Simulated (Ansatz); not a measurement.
The starting structures come from a database of crystals and need not be the phases stable at ambient conditions.

By LDA and PBEsol, the system below comes out a metal.

Here is the system:

```
CELL_PARAMETERS angstrom
      4.34661     0.00000     0.00000
      0.00000     4.34661     0.00000
      2.17330    -2.17330     3.07351
ATOMIC_POSITIONS crystal
  In 0.00000 0.00000 0.00000
  Sb 0.50000 0.50000 0.00000
```

Space group of this cell: Fm-3m, rock salt. The cell is taken as given; by PBEsol its mean pressure is -2.7 GPa.

The current runs along the normal of the first two printed vectors, the (001) plane. All runs by Ansatz (a quantum-chemistry and plane-wave program), plane waves and PAW, without spin-orbit coupling; the base is PBEsol.

| run | mean pressure (GPa) | G/A, both spins (10¹⁵ S/m²) |
|---|---|---|
| base | -2.7 | 0.80 |
| all lengths scaled by 0.98 | 0.3 | 0.82 |
| all lengths scaled by 1.02 | -4.9 | (withheld) |
| lda in place of pbesol | -4.1 | 0.80 |
| lengths across the current scaled by 0.98, ions clamped | -0.8 | 0.82 |
| lengths across the current scaled by 1.02, ions clamped | -4.2 | 0.78 |
| lengths along the current scaled by 0.97, ions clamped | -1.2 | 0.80 |
| lengths along the current scaled by 1.03, ions clamped | -3.8 | 0.79 |

### Question
Some entries are withheld; supply them.

### Answer

- all lengths scaled by 1.02, G/A, both spins (10¹⁵ S/m²): 0.77
